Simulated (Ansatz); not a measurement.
The starting structures come from a database of crystals and need not be the phases stable at ambient conditions.

By PBEsol, the system below comes out a metal.

A figure of merit of an interconnect metal is its ballistic conductance per area.

Data:

```
Co3YB2
1.0
    5.03287     0.00000     0.00000
   -2.51644     4.35859     0.00000
    0.00000     0.00000     2.92939
Y Co B
1 3 2
Direct
  0.00000   0.00000   0.00000
  0.00000   0.50000   0.50000
  0.50000   0.00000   0.50000
  0.50000   0.50000   0.50000
  0.33333   0.66667   0.00000
  0.66667   0.33333   0.00000
```

Space group of this cell: P6/mmm. The cell is taken as given; by PBEsol its mean pressure is -3.8 GPa.

The current flows along the normal of the first two printed cell vectors, the (001) plane of the conventional cell. No spin-orbit coupling; the value is a mean over 0.1 eV about the Fermi level.

Question: State the ballistic conductance per area according to PBEsol (Ansatz, a program for electronic structure).

Answer: 1.1 × 10¹⁵ S/m² for both spins.
